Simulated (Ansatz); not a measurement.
The reference is K in the bcc (W type) structure (space group Im-3m, No. 229; a = 5.344 Å). Axes: x, y, z lie along the cube axes.

Level of theory: r2SCAN (Ansatz, a quantum-chemistry and plane-wave program), no SOC.

One thing is altered: a free-standing slab of 4 layers (4 atoms, 1 a layer) is cut normal to [110], with 15 Å of vacuum and the in-plane cell held at bulk.

Task: Predict the new change of the spacing d12 from its bulk value of 3.779 Å.

Result: The change of the spacing d12 from its bulk value of 3.779 Å comes out as -1.7 %.

Task: Estimate the effect on the excess energy per area of both faces.

Result: The excess energy per area of both faces (slab less bulk energy over the cell's area: twice a surface energy) amounts to 0.24 J/m² (uncertain by up to 0.03 J/m²).

Slab and bulk use different k-meshes, which limits the precision of the excess energy. Stability against distortions was not tested.
